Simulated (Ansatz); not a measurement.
**A constructed model of the (111) surface of fcc Pd, a layer of Cr in place of the second plane (bottom of the slab: a bare face, its two planes held)**

Calculation: PBE (plane waves to 420 eV, PAW; Ansatz, a program for electronic structure).

Model: 6-atom slab, 11.4 Å thick at the start, 15x15x1 mesh, Fermi-Dirac 0.1 eV, dipole correction, 2 atoms held, the rest relaxed; held to the start's symmetry, so lower structures may exist; spin-polarised, ending with about 2.2 μB a cell; orders that need a larger cell were not tried, no spin-orbit, no U. In PBE it is, or lies within 0.01 eV a 1x1 cell of, the lowest of the 2 structures of its composition computed so far; larger cells were not tried.

| Quantity | Value |
|---|---|
| work function of the top face | 4.54 eV |
| energy released by relaxation | 0.24 eV |
| magnetic moment of the cell | 2.24 μB |
| cost | around 7 core-minutes (rough) |
